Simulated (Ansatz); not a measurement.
System: Cu3Sn (Fm-3m, No. 225, 4 atoms in the cell; start mp-838). Method: LDA in Ansatz (plane waves, PAW).

Numerical settings: plane-wave cutoff 520 eV, 16×16×16 k mesh, Fermi–Dirac smearing 0.05 eV, no spin polarisation, scalar-relativistic PAW data made under PBE.

Cell (relaxed at this level):

```
Cu3Sn
1.0
    0.00000     2.99089     2.99089
    2.99089     0.00000     2.99089
    2.99089     2.99089     0.00000
Cu Sn
3 1
Direct
  0.50000   0.50000   0.50000
  0.75000   0.75000   0.75000
  0.25000   0.25000   0.25000
  0.00000   0.00000   0.00000
```

Question: Estimate the bulk modulus that the calculation returns.

Answer: 
- bulk modulus: 144 GPa

Note: the run has no spin polarisation, so it can have missed a magnetic state; the bulk modulus is −V dP/dV from two relaxed cells at ±2 % in volume; the relaxation could not lower the start's symmetry, so the cell can be a saddle point above a distorted one.

Spin–orbit coupling is not included.

The result took roughly 60 core-seconds.

A start named mp-… is a Materials Project structure, which need not be a measured phase.

Ansatz is a first-principles code.
